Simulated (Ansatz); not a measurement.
Output of an Ansatz run (abridged):

```
WARN the atoms were moved onto the symmetric positions of the space group found under crystal.symmetry.tolerance 1.0e-5 (fractional …
WARN ansatz: RAYON_NUM_THREADS=1 ignored (pool sized by the plan → 1); use --threads N
Pseudopotentials: kind: paw
Pseudopotential: Hf, paw, valence charge 26
Pseudopotential: Pd, paw, valence charge 18
Crystal: 6 atoms, lattice volume = 242.821 Å³
Basis set: ecut = 420.4159175005146 eV, 4763 PW (Γ), exchange–correlation on 48×48×288 points (8 copies of the dense FFT grid, shifted against one another)
Bands: 75, of which v1, the nominal top of the filled ones, is band 62 counted from 1 (61 counted from 0)
Symmetry: 16 space group operations
Space group: P4/nmm (ITA 129), of the structure as read, at distance tolerance 6.2e-5 Å
k-points: 15 of 81
PAW frozen core: Hf, regenerated for the run's functional, and the local potential with it
PAW frozen core: Pd, regenerated for the run's functional, and the local potential with it
Initial density: superposition of atomic densities (neutral atoms: chi_scale 0, normalization atom), corrected by the library's trained network
Initial wavefunctions: pseudopotential atomic-orbital guess
Eigensolver: davidson
Functional: x = pbesol(κ = 0.804, μ = 0.12345679012345678), c = pbesol(β = 0.046)
SCF iter   1: F=—  HF=-58824.885681 eV  |F-HF|=—  |Δ(HF+E_count)|=         —  Δρ=6.27e-3  dr2=2.34e-1  ethr=1.77e-3  ⟨swp⟩=7.1  Hψ=4409  notcnv=0  defer=4
all-band conjugate gradients solve this SCF's bands
preconditioner: auto → LDOS
SCF iter   2: F=—  HF=-58824.890290 eV  |F-HF|=—  |Δ(HF+E_count)|=   4.61e-3  Δρ=8.59e-3  dr2=1.88e-1  ethr=1.89e-4  ⟨swp⟩=2.4  Hψ=2298  notcnv=0  defer=27
SCF iter   3: F=—  HF=-58824.855029 eV  |F-HF|=—  |Δ(HF+E_count)|=   3.53e-2  Δρ=1.95e-3  dr2=7.83e-3  ethr=1.51e-4  ⟨swp⟩=2.0  Hψ=1613  notcnv=0  defer=27
SCF iter   4: F=—  HF=-58824.854835 eV  |F-HF|=—  |Δ(HF+E_count)|=   1.94e-4  Δρ=8.54e-4  dr2=3.36e-3  ethr=6.31e-6  ⟨swp⟩=2.0  Hψ=1959  notcnv=0  defer=27
SCF iter   5: F=—  HF=-58824.854449 eV  |F-HF|=—  |Δ(HF+E_count)|=   3.86e-4  Δρ=1.79e-4  dr2=6.43e-5  ethr=2.71e-6  ⟨swp⟩=2.0  Hψ=1379  notcnv=0  defer=27
SCF iter   6: F=—  HF=-58824.854848 eV  |F-HF|=—  |Δ(HF+E_count)|=   4.00e-4  Δρ=8.60e-5  dr2=2.17e-5  ethr=5.18e-8  ⟨swp⟩=2.6  Hψ=2147  notcnv=0  defer=27
SCF iter   7: F=—  HF=-58824.854844 eV  |F-HF|=—  |Δ(HF+E_count)|=   4.34e-6  Δρ=3.66e-5  dr2=4.07e-6  ethr=1.75e-8  ⟨swp⟩=2.0  Hψ=1766  notcnv=0  defer=27
SCF iter   8: F=—  HF=-58824.854844 eV  |F-HF|=—  |Δ(HF+E_count)|=   1.91e-7  Δρ=8.93e-6  dr2=6.09e-7  ethr=3.28e-9  ⟨swp⟩=2.1  Hψ=1701  notcnv=0  defer=27
SCF iter   9: F=—  HF=-58824.854844 eV  |F-HF|=—  |Δ(HF+E_count)|=   2.06e-7  Δρ=4.46e-6  dr2=2.04e-7  ethr=8.06e-11  ⟨swp⟩=12.7  Hψ=5250  notcnv=0
SCF iter  10: F=-58824.854844 eV  HF=-58824.854844 eV  |F-HF|=4.87e-10  |Δ(HF+E_count)|=   3.83e-8  Δρ=2.98e-6  dr2=4.20e-8  ethr=8.06e-11  ⟨swp⟩=6.7  Hψ=4559  notcnv=0
SCF 1 converged in 10 iterations: F = -58824.854844 eV  dr2 = 4.20e-8
SCF converged after 10 iterations
Free energy (F): -58824.854844 eV
Harris-Foulkes:  -58824.854844 eV  (|F-HF|=4.87e-10)
Internal energy: -58824.718922 eV  (E = F + TS)
E sigma→0 (E₀):  -58824.786883 eV
Entropy (-TS):   -0.135922 eV (-22.654 meV/atom)
Fermi energy:    5.979486 eV
--- Per-component energies (eV) ---
  E_band       = -2264.807801
  E_kinetic    = 2903.662229
  E_local      = -170578.771663  (includes V_loc(G=0)·N_el)
  E_nonlocal   = -1602.565936
  E_hartree    = 83435.315943
  E_xc         = -1265.103647
  E_vxc        = -1374.919341  (∫ρ·V_xc dr)
  E_paw        = -28354.912748  (= ΣΔE_a)
  E_vpaw       = 1517.085794  (= ΣTr[D̂ρ^β])
  E_aug_tail   = 0.000772  (compensation charges beyond the density's cutoff)
  E_ewald      = 56633.943849
  E_core_change = 3.712280  (= ΣΔE_core)
  E_smearing   = -0.135922  (= −TS)
  E_closure    = -0.000000  (closes the sum)
  Σ components = -58824.854844   (vs F -58824.854844, Δ=0.00e0)
--- Forces (eV/Å), atoms counted from 1 ---
  atom   1  Hf     0.00000000     0.00000000    -0.35573129
  atom   2  Pd     0.00000000     0.00000000    -0.02086154
  atom   3  Pd     0.00000000     0.00000000     0.02086154
  atom   4  Hf     0.00000000     0.00000000     0.35573129
  atom   5  Pd     0.00000000     0.00000000    -0.28105796
  atom   6  Pd     0.00000000     0.00000000     0.28105796
  max |Σ_I F_I| component: 0.00e0 eV/Å
--- Stress (GPa, compression-positive) ---
       -2.643178       0.000000       0.000000
        0.000000      -2.643178       0.000000
        0.000000       0.000000      -1.208131
  P = ⅓ Tr σ = -2.1648 GPa (-21.648 kbar)
  The stress holds the Pulay correction. Without it, at fixed plane waves, as pw.x and ABINIT print it: P = -2.1865 GPa
--- Band table (eV; the first three rows and the last of 15) ---
  k-point 0: bands = ["-78.6335", "-78.6113", "-78.5589", "-78.5588", "-56.4703", "-56.4700", "-44.4269", "-44.4091", "-44.4091", "-44.3685", "-44.3405", "-44.3405", "-44.3387", "-44.3387", "-44.3212", "-44.3212", "-44.2566", "-44.2487", "-25.1495", [...]
  k-point 1: bands = ["-78.6327", "-78.6119", "-78.5587", "-78.5587", "-56.4694", "-56.4691", "-44.4280", "-44.4145", "-44.4062", "-44.3648", "-44.3425", "-44.3408", "-44.3404", "-44.3385", "-44.3235", "-44.3233", "-44.2560", "-44.2485", "-25.1458", [...]
  k-point 2: bands = ["-78.6305", "-78.6135", "-78.5585", "-78.5584", "-56.4671", "-56.4669", "-44.4314", "-44.4254", "-44.3982", "-44.3584", "-44.3477", "-44.3459", "-44.3409", "-44.3379", "-44.3293", "-44.3292", "-44.2544", "-44.2481", "-25.1363", [...]
  k-point 14: bands = ["-78.6210", "-78.6204", "-78.5571", "-78.5571", "-56.4541", "-56.4541", "-44.4405", "-44.4402", "-44.3962", "-44.3929", "-44.3581", "-44.3579", "-44.3567", "-44.3566", "-44.3274", "-44.3268", "-44.2507", "-44.2503", [...]
```

The structure:

```xyz
6
Lattice="3.3891 0.0000 0.0000 0.0000 3.3891 0.0000 0.0000 0.0000 21.1411" Properties=species:S:1:pos:R:3 pbc="T T T"
Hf     0.0000     0.0000    12.7425
Pd     0.0000     0.0000     7.0000
Pd     1.6945     1.6945    14.1411
Hf     1.6945     1.6945     8.3985
Pd     1.6945     1.6945    11.3440
Pd     0.0000     0.0000     9.7970
```

What input produced this log?

Other spellings and defaults could give the same log, and not every line can be read from it. The input that was run (DFT, PBEsol, plane waves, default PAW files made with PBE):

Ansatz 0.2 input:
```yaml
# HfPd2
crystal:
  lattice:
    - [3.389062, 0.000000, 0.000000]
    - [0.000000, 3.389062, 0.000000]
    - [0.000000, 0.000000, 21.141112]
  atoms:
    - { symbol: Hf, position_ang: [0.000000, 0.000000, 12.742509] }
    - { symbol: Pd, position_ang: [0.000000, 0.000000, 6.999991] }
    - { symbol: Pd, position_ang: [1.694531, 1.694531, 14.141121] }
    - { symbol: Hf, position_ang: [1.694531, 1.694531, 8.398518] }
    - { symbol: Pd, position_ang: [1.694531, 1.694531, 11.344004] }
    - { symbol: Pd, position_ang: [0.000000, 0.000000, 9.797003] }
basis:
  ecutwfc: 30.9 Ry
kpoints:
  mp_grid:
    grid: [9, 9, 1]
hamiltonian:
  xc: pbesol
  pseudopotentials:
    kind: paw
scf:
  occupations:
    method: fermi_dirac
    width: 0.0073 Ry
output:
  forces: true
  eigenvalues: true
  stress: true
```

The starting cell comes from a database of computed structures (which also holds hypothetical and non-ambient phases and stackings), without a prior relaxation at this level. The slab is cut from that crystal, and its faces are unrelaxed. Its lattice was rescaled by up to half a per cent. Spin-orbit coupling is off. Spin polarisation is off.

Ansatz is a first-principles code.
